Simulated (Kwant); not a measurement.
Model system: wire with a row of barriers in a GaN two-dimensional gas. Effective mass 0.22 mₑ, grid spacing 4 nm, hard walls, nominal width 80 nm (19 grid rows, so walls 80 nm apart), one parabolic valley, scattering region 400 nm long along x; energies count from the band bottom; Fermi energy swept from 0.00021365 to 0.0025371 eV. 2 barrier(s) across the wire, height 0.0035 eV, thickness 12 nm (about 3 grid columns), spaced by 32 nm.

The device is made up for the run: typed textbook-type constants, with dimensions and the other settings drawn at random.

Model: effective-mass tight-binding model on a square grid, one spin, coherent transport at 0 K (Kwant). Conductance is in e²/h.

Density of the scattering states that come in from the left lead, at energy = 0.0013827 eV, in bins, relative to the largest site value (x marks bins outside the device):

```
|00000000000000000000000000000000000000000000|
|21001223210001232100000000000000000000000000|
|52002356520013555310000000000000000000000000|
|73013578730025788510000000000000000000000000|
|83114689941036899610000000000000000000000000|
|83124579940036789610000000000000000000000000|
|72124457830135567610000000000000000000000000|
|51034225630144335510000000000000000000000000|
|40034103420144113410000000000000000000000000|
|30034102420143003410000000000000000000000000|
|40034103420144113410000000000000000000000000|
|51034225630144335510000000000000000000000000|
|72124457830135567610000000000000000000000000|
|83124579940036789610000000000000000000000000|
|83114689941036899610000000000000000000000000|
|73013578730025788510000000000000000000000000|
|52002356520013555310000000000000000000000000|
|21001223210001232100000000000000000000000000|
|00000000000000000000000000000000000000000000|
```
Scale: ten equal steps from 0.000 (start of '0') to 0.969 (end of '9'), in the order '0123456789'; x runs from -192 to 192, y from -34.4 (bottom) to 34.4 (top).

The conductance there is 0.029 e²/h with 2 open channel(s) in the leads.
